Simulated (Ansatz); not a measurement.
Consider Zn in the hcp (Mg type) structure (space group P6_3/mmc, No. 194; a = 2.613 Å, c = 4.781 Å; relaxed with 0.1 eV smearing).

Level of theory: PBEsol (Ansatz, a first-principles code), no spin-orbit coupling.

Strains are applied to the cell and any free atomic positions relax.

One change was made to it. Results:

```json
[
 {"quantity": "band gap", "base": "zero", "after": "zero"},
 {"quantity": "energy relative to the base (free energy F)", "base": "0 meV/atom", "after": "+14 meV/atom"},
 {"quantity": "pressure (mean of the normal stresses, compression positive)", "base": "0.0 GPa", "after": "-4.7 GPa"}
]
```

### Question
Name the change that was made.
A) isotropic strain +2.00 %
B) isotropic strain +1.00 %
C) isotropic strain −0.50 %
D) isotropic strain +1.50 %
E) isotropic strain −3.00 %

### Answer
A, isotropic strain +2.00 %. For comparison, the energy relative to the base in the other runs: isotropic strain −0.50 % gives +0.9 meV/atom; isotropic strain −3.00 % gives +38 meV/atom; isotropic strain +1.50 % gives +7.8 meV/atom; isotropic strain +1.00 % gives +3.5 meV/atom.

No phonon test of stability was made.
